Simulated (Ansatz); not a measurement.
## CuGaSe2: transverse stress against strain

CuGaSe2 (chalcopyrite, I-42d, 21.475 Å³/atom and stress up to 0.01 GPa in the relaxed cell, c along z) under a strain ε along a (axis x), the other axes held. PBEsol in Ansatz, a plane-wave DFT program (PAW, default set), 420 eV, 8×8×8 Γ-centred mesh, Fermi-Dirac smearing 0.05 eV; ions are relaxed, or left where forces stay under 0.02 eV/Å, within the symmetry of each cell. Stress is positive for a compressed cell.

Here s stands for strain and y for stress zz.

| strain (%) | stress zz (GPa) |
|---|---|
| -1.50 | 0.92 |
| -0.75 | 0.45 |
| 0.00 | 0.00 |
| 0.75 | -0.42 |
| 1.50 | -0.82 |
| 3.00 | ? |

Fit y of the 5 rows that show it with a straight line. Means: s 0, y 0.026. About the means, the sum of products is -3.2625 and the sum of squares of s is 5.6250; the slope is their ratio. Least squares gives y = 0.026 - 0.5800·s. Residuals (row less fit): 0.024, -0.011, -0.026, -0.011, 0.024; standard error 0.026 (degrees of freedom: 3). The slope gives the elastic constant C13 = 58 ± 1 GPa (± standard error of the fit, which holds the terms cut off).

Problem. What does the fit predict for y at s = 3.00, and how far is the calculated value from it?

Solution. y = 0.026 - 0.5800 × 3.00 = -1.714 GPa. The calculation gives -1.56 GPa, 0.154 GPa above the prediction (6.2 % of the range of y in the table). The row lies outside the fitted rows, so this is an extrapolation. From the scatter of the fitted rows alone, a prediction at this place has a standard error of 0.044 GPa, so the miss is 3.5 times that.

A polynomial of degree 2 through the 8 other runs of the series gives -1.55 there, so most of the miss is curvature that the fit leaves out. This level leaves no gap over 0.05 eV at strain 3.00 %. Rows are the converged runs of the series near zero and its far end; series whose fitted rows scatter by over a few per cent of the range, as at a crossing or softening among them, aren't shown in this form, nor equations of state whose B0' disagrees with the runs' pressures. Most that stay on the fit to the last digits aren't either.
